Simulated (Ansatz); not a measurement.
# GaAs with two functionals, x(P) = 0.667, 6 atoms, I-4m2

The parent structure is GaAs in the zinc blende structure (space group F-43m, No. 216; a = 5.746 Å).

(Cell as relaxed with PBE.)

Levels (all Ansatz, a quantum-chemistry and plane-wave program, PAW): PBE (420 eV, without spin-orbit coupling); r2SCAN (500 eV, spin-orbit coupling left out).

Each level relaxes its own structure.

```
base                      PBE    r2SCAN
-------------------  --------  --------
volume per atom      23.71 Å³  22.75 Å³
lattice parameter a   5.746 Å   5.667 Å
band gap              0.16 eV   0.96 eV
```

The change: a fraction x = 0.667 of the As sites is given to P, ordered in a cell of 6 atoms (starting symmetry I-4m2) and fully relaxed.

```json
[
 {"quantity": "shift of the gap caused by the change", "PBE": "+0.88 eV", "r2SCAN": "…"},
 {"quantity": "volume per atom", "PBE": "21.77 Å³", "r2SCAN": "…"},
 {"quantity": "band gap", "PBE": "1.04 eV", "r2SCAN": "…"},
 {"quantity": "valence-band top at Γ (three highest levels, from the VBM)", "PBE": "0.00, 0.00, -0.05 eV", "r2SCAN": "…"}
]
```

Predict the r2SCAN column.


- shift of the gap caused by the change, r2SCAN: +0.78 eV
- volume per atom, r2SCAN: 21.05 Å³
- band gap, r2SCAN: 1.74 eV
- valence-band top at Γ (three highest levels, from the VBM), r2SCAN: 0.00, 0.00, -0.04 eV

PBE's shift of the gap caused by the change lies 0.10 eV above r2SCAN's; PBE's volume per atom lies 0.72 Å³ above r2SCAN's (3.4 %); PBE's band gap lies 0.70 eV below r2SCAN's. Neither level is exact; r2SCAN is the comparison here, not a measurement.

These are small ordered cells, not random alloys; other orderings at the same x differ. Whether these cells are dynamically stable was not tested. A zero or small gap of GaAs can be the functional's error rather than a property of the material.
